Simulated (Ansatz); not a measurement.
The starting structures come from a database of crystals and need not be the phases stable at ambient conditions.

**Evanescent states of ZnGeO$_{3}$ (R3c, not sure to be the ambient phase, 10 atoms a cell, 9.9 Å³ an atom, -10 GPa at this level) along the normal of (100)**

Method: r2SCAN (plane waves, PAW; Ansatz, a quantum-chemistry and plane-wave program).

The gap is the functional's own. No spin-orbit coupling. Mid-gap values are interpolated on the energy grid.

Energies count from the valence-band top; κ is the least over a 6×4 mesh across the current.

| E (eV) | κ (1/Å) | where |
|---|---|---|
| 0.06 | 0.117 | off Γ |
| 0.17 | 0.170 | off Γ |
| 0.28 | 0.202 | off Γ |
| 0.39 | 0.210 | Γ |
| 0.49 | 0.209 | Γ |
| 0.60 | 0.208 | Γ |
| 0.71 | 0.206 | Γ |
| 0.82 | 0.202 | Γ |
| 0.94 | 0.198 | Γ |
| 1.04 | 0.193 | Γ |
| 1.16 | 0.186 | Γ |
| 1.26 | 0.177 | Γ |
| 1.38 | 0.166 | Γ |
| 1.49 | 0.154 | Γ |
| 1.59 | 0.138 | Γ |
| 1.71 | 0.118 | Γ |
| 1.81 | 0.090 | Γ |
| 1.93 | 0.043 | Γ |

Q: How thick must the barrier be to attenuate the transmission by 10^6 when the electrodes' Fermi level lies at 1.16 eV, and what attenuation does that film give at 0.71 eV?

A: d = 6 ln 10 / (2 × 0.186) = 37.1 Å. At 0.71 eV it gives 6 × 0.206/0.186 = 6.6 decades.
